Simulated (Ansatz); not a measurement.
Ansatz (an electronic-structure program) run on the (001) slab of LiF (cut from a parent of space group no. 225; 8 atoms in the cell): self-consistent single point.

Method of the run: PBE (plane waves, PAW; Ansatz).

The change in words: vacuum of 10 angstrom (first run: 14 Å). Reference geometry:
```xyz
8
Lattice="2.8582 0.0000 0.0000 -2.8582 2.8582 0.0000 0.0000 0.0000 20.0631" Properties=species:S:1:pos:R:3 pbc="T T T"
F     -1.4291     1.4291     9.0210
F      0.0000     0.0000     7.0000
F     -1.4291     1.4291    13.0631
F      0.0000     0.0000    11.0421
Li     0.0000     0.0000     9.0210
Li    -1.4291     1.4291     7.0000
Li     0.0000     0.0000    13.0631
Li    -1.4291     1.4291    11.0421
```

Reference input (self-consistent single point, DFT, PBE, plane waves, default PAW files): basis.ecutwfc = 30.9 Ry; kpoints.mp_grid.grid = 11 11 1; hamiltonian.xc = pbe; hamiltonian.pseudopotentials = {kind: paw} (the program's default PAW files); scf.occupations.method = fermi_dirac; scf.occupations.width = 0.0037 Ry. This run's input differs from it in these lines:

Ansatz 0.2 input:
```diff
@@ -4,12 +4,12 @@
     - [-2.858189, 2.858189, 0.000000]
-    - [0.000000, 0.000000, 20.063113]
+    - [0.000000, 0.000000, 16.063113]
   atoms:
-    - { symbol: F, position: [0.000000, 0.500000, 0.449632] }
-    - { symbol: F, position: [0.000000, 0.000000, 0.348899] }
-    - { symbol: F, position: [0.000000, 0.500000, 0.651101] }
-    - { symbol: F, position: [0.000000, 0.000000, 0.550368] }
-    - { symbol: Li, position: [0.000000, 0.000000, 0.449632] }
-    - { symbol: Li, position: [0.000000, 0.500000, 0.348899] }
-    - { symbol: Li, position: [0.000000, 0.000000, 0.651101] }
-    - { symbol: Li, position: [0.000000, 0.500000, 0.550368] }
+    - { symbol: F, position: [1.000000, 0.500000, 0.437089] }
+    - { symbol: F, position: [0.000000, 0.000000, 0.311272] }
+    - { symbol: F, position: [1.000000, 0.500000, 0.688728] }
+    - { symbol: F, position: [0.000000, 0.000000, 0.562911] }
+    - { symbol: Li, position: [0.000000, 0.000000, 0.437089] }
+    - { symbol: Li, position: [1.000000, 0.500000, 0.311272] }
+    - { symbol: Li, position: [0.000000, 0.000000, 0.688728] }
+    - { symbol: Li, position: [1.000000, 0.500000, 0.562911] }
 basis:
```

Output (repeated stretches shortened):

```
SCF iter   1: F=—  HF=-4064.369556 eV  |F-HF|=—  |Δ(HF+E_count)|=         —  Δρ=5.86e-4  dr2=7.77e-4  ethr=1.77e-3  ⟨swp⟩=7.0  Hψ=2985  notcnv=0  defer=4
all-band conjugate gradients solve this SCF's bands
preconditioner: auto → Resta (q_TF=auto, 2.238 Å⁻¹)
SCF iter   2: F=—  HF=-4064.369945 eV  |F-HF|=—  |Δ(HF+E_count)|=   3.89e-4  Δρ=3.23e-4  dr2=2.08e-4  ethr=1.94e-6  ⟨swp⟩=2.2  Hψ=1120  notcnv=0  defer=23
   [... lines left out ...]
SCF iter   5: F=—  HF=-4064.370425 eV  |F-HF|=—  |Δ(HF+E_count)|=   2.16e-6  Δρ=2.36e-5  dr2=3.93e-7  ethr=4.62e-9  ⟨swp⟩=2.0  Hψ=981  notcnv=0  defer=37
iter 6 met the thresholds in force, and the SCF goes on: an eigenvalue changes by 3.09 meV, over its tolerance of 1.85 meV (output.eigenvalues, Limitations)
SCF iter   6: F=-4064.370425 eV  HF=-4064.370425 eV  |F-HF|=1.94e-8  |Δ(HF+E_count)|=   4.60e-7  Δρ=9.31e-6  dr2=7.02e-8  ethr=2.50e-10  ⟨swp⟩=11.5  Hψ=2942  notcnv=0
SCF iter   7: F=-4064.370425 eV  HF=-4064.370425 eV  |F-HF|=8.28e-10  |Δ(HF+E_count)|=   1.89e-8  Δρ=1.77e-6  dr2=2.82e-9  ethr=1.76e-10  ⟨swp⟩=5.1  Hψ=2477  notcnv=0
SCF 1 converged in 7 iterations: F = -4064.370425 eV  dr2 = 2.82e-9
an eigenvalue changed by more than its tolerance at an iteration that met the thresholds in force, so the SCF went on 1 time …
Free energy (F): -4064.370425 eV
Internal energy: -4064.370425 eV  (E = F + TS)
E sigma→0 (E₀):  -4064.370425 eV
Fermi energy:    0.125051 eV
--- Forces (eV/Å), atoms counted from 1 ---
  atom   1  F      0.00000000     0.00000000    -0.01423207
  atom   2  F      0.00000000     0.00000000    -0.34215555
  atom   3  F      0.00000000     0.00000000     0.34215555
  atom   4  F      0.00000000     0.00000000     0.01423207
  atom   5  Li     0.00000000     0.00000000    -0.01052968
  atom   6  Li     0.00000000     0.00000000     0.29623987
  atom   7  Li     0.00000000     0.00000000    -0.29623987
  atom   8  Li     0.00000000     0.00000000     0.01052968
--- Stress (GPa, compression-positive) ---
       -1.160268       0.000000       0.000000
        0.000000      -1.160268       0.000000
        0.000000       0.000000       0.398408
  P = ⅓ Tr σ = -0.6407 GPa (-6.407 kbar)
  The stress holds the Pulay correction. Without it, at fixed plane waves, as pw.x and ABINIT print it: P = -0.9805 GPa
```

The run converged in 7 iterations. Against the reference run the free energy stays essentially unchanged (within 1 meV/atom), the largest force stays at 0.342 eV/Å and the gap on the mesh goes from 6.440 to 6.336 eV.

The starting cell has typed, rounded lattice constants, without a prior relaxation at this level. The slab is cut from that crystal, and its faces are unrelaxed. Its lattice was rescaled by up to half a per cent. Spin polarisation is off, though cut faces can carry moments; a gap of a slab can lie between surface states.
